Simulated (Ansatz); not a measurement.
For Bi (model structure, Fm-3m, No. 225, 1 atoms in the cell), PBE in Ansatz (PAW) gives:

| Quantity | Value |
|---|---|
| equilibrium lattice constant a | 5.027 Å |
| cohesive energy | 2.35 eV/atom |

### Question
What does r²SCAN in Ansatz (PAW) give for the same quantities?

### Answer

- lattice constant a: 5.005 Å (drops by 0.4 %)
- cohesive energy: 1.98 eV/atom (shrinks by 0.37 eV/atom)

Changes are worked out from the printed values.

Unless a cell is named, each level is at its own relaxed cell (PBE 31.76, r²SCAN 31.34 Å³/atom).

Levels without +SOC leave out spin–orbit coupling, which shifts energies and cells of such heavy elements.

Ansatz's density-functional and Hartree–Fock values are scalar-relativistic unless marked +SOC, with PAW data made under PBE.

A model structure was made by putting elements into a prototype or built by hand; it is no filed structure, need not be a known phase, and can be a saddle point held by its symmetry.

Ansatz is a program for electronic structure.
